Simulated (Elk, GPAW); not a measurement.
A GPAW input for a self-consistent single point of MnFe₂N₂ (P-3m1, 5 atoms in the cell) (DFT LDA (Perdew-Wang 92), plane waves, GPAW PAW datasets LDA (gpaw-data 1.0.1)):

```python
from ase import Atoms
from ase.units import GPa
from gpaw import GPAW

atoms = Atoms(['Mn', 'Fe', 'Fe', 'N', 'N'],
              cell=[[2.935816, 0.000000, 0.000000],
                    [-1.467908, 2.542491, 0.000000],
                    [0.000000, 0.000000, 6.385009]],
              scaled_positions=[[0.000000, 0.000000, 0.500000],
                                [0.666667, 0.333333, 0.167200],
                                [0.333333, 0.666667, 0.832800],
                                [0.666667, 0.333333, 0.706810],
                                [0.333333, 0.666667, 0.293190]],
              pbc=True)

atoms.set_initial_magnetic_moments([4.0, 0.0, 0.0, 0.0, 0.0])

calc = GPAW(spinpol=True,
            mode={'name': 'pw', 'ecut': 950},
            xc='LDA',
            kpts={'size': (8, 8, 4), 'gamma': True},
            occupations={'name': 'fermi-dirac', 'width': 0.1},
            nbands=-13,
            convergence={'forces': 0.001},
            symmetry={'symmorphic': False, 'tolerance': 0.0005},
            maxiter=150)

atoms.calc = calc

energy = atoms.get_potential_energy()
print('Energy (eV):', round(energy, 6))
forces = atoms.get_forces()
print('Forces (eV/Ang):')
print(forces.round(5))
stress = atoms.get_stress()
print('Stress (GPa, Voigt):', (stress / GPa).round(4))
```

### Question
Give the Elk input for the same structure, mesh, smearing and functional.

### Answer
This is the input that was run; spellings and numerical settings could be chosen otherwise.

```
tasks
  0

spinpol
  .true.

reducebf
  0.5

tforce
  .true.

rgkmax
  7.5

gmaxvr
  18.0

lmaxapw
  10

lmaxo
  8

nxlo
  2

lorbcnd
  .true.

lradstp
  2

nrmtscf
  2.0

lmaxi
  4

nempty
  10

swidth
  0.00367493

maxscl
  100

scale
  1.889726125

avec
    2.9358158633    0.0000000317    0.0000000000
   -1.4679079591    2.5424911026    0.0000000000
    0.0000000000    0.0000000000    6.3850090000

atoms
  3
  'Mn.in'
  1
  0.0000000000  0.0000000000  0.5000000000    0.0 0.0 -2.0
  'Fe.in'
  2
  0.6666666667  0.3333333333  0.1672000000    0.0 0.0 0.0
  0.3333333333  0.6666666667  0.8328000000    0.0 0.0 0.0
  'N.in'
  2
  0.6666666667  0.3333333333  0.7068100000    0.0 0.0 0.0
  0.3333333333  0.6666666667  0.2931900000    0.0 0.0 0.0

ngridk
  8 8 4
```

Basis settings and potentials, where a program has them, do not carry over. This input uses DFT, LDA (PW92), all-electron FP-LAPW, Elk's shipped species files, APW+lo basis with extra local orbitals. LDA parametrisations can differ slightly between programs.

The starting cell comes from a database of computed structures (which also holds hypothetical and non-ambient phases and stackings), without a prior relaxation at this level. Its lattice was rescaled by a random factor within 2.5 % of one.
